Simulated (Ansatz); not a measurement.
The starting structures come from a database of crystals and need not be the phases stable at ambient conditions.

By PBEsol, the system below comes out a metal.

The ballistic (Sharvin) conductance counts the channels at the Fermi level: G/A = (e²/h) × channels of both spins per area.

Data:

```xyz
2
Lattice="2.8202 0.0000 0.0000 -1.1802 5.0550 0.0000 0.0129 0.6368 2.6602" Properties=species:S:1:pos:R:3 pbc="T T T"
Au     1.5589     1.5937     0.8703
Au     0.0940     4.0981     1.7900
```

Space group of this cell: P-1. The cell is strained (lengths along the current scaled by 0.97, ions clamped); by PBEsol its mean pressure is -4.3 GPa.

The current flows along the normal of the first two printed cell vectors. No spin-orbit coupling; the value is a mean over 0.1 eV about the Fermi level.

### Question
Estimate the ballistic conductance per area that PBEsol (Ansatz, an electronic-structure program) returns for this system.

### Answer
0.85 × 10¹⁵ S/m² for both spins.
